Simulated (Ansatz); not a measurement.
## TiO2 under a change: Ti → Si

The reference is TiO2 in the rutile structure (space group P4_2/mnm, No. 136; a = 4.5913 Å, c = 2.9390 Å).

Now apply this change: full substitution Ti → Si; the structure is relaxed again.

All numbers come from PBEsol (Ansatz, a program for electronic structure; PAW; 420 eV plane waves; no spin-orbit coupling). Γ-centred 8×8×12 mesh, Fermi–Dirac width 0.05 eV, for the changed cell.

The density falls by 0.05 g/cm³ to 4.23 g/cm³ and the c/a ratio hardly moves (0.640 against 0.639). The space group is still P4_2/mnm (No. 136) and the shortest interatomic distance drops by 0.1766 Å to 1.766 Å. The band gap increases by 3.486 eV (1.87 eV → 5.35 eV) and the gap character stays direct at Γ. The width of the top valence band rises by 1.026 eV, from 1.65 eV to 2.67 eV and the electron mass becomes 0.37 mₑ along c, 0.47 mₑ across (at Γ) (base: 0.54 mₑ along c, 1.1 mₑ across (at Γ)). The hole mass amounts to 1.8 mₑ along c, 1.1 mₑ across (at Γ) and the valence-band top at Γ (three highest levels, from the VBM) changes from 0.00, -0.45, -0.45 eV to 0.00, -0.88, -0.88 eV.

Masses are band curvatures over ±0.01 Å⁻¹ around the edge. No phonon test of stability was made. The final runs are not spin-polarised.
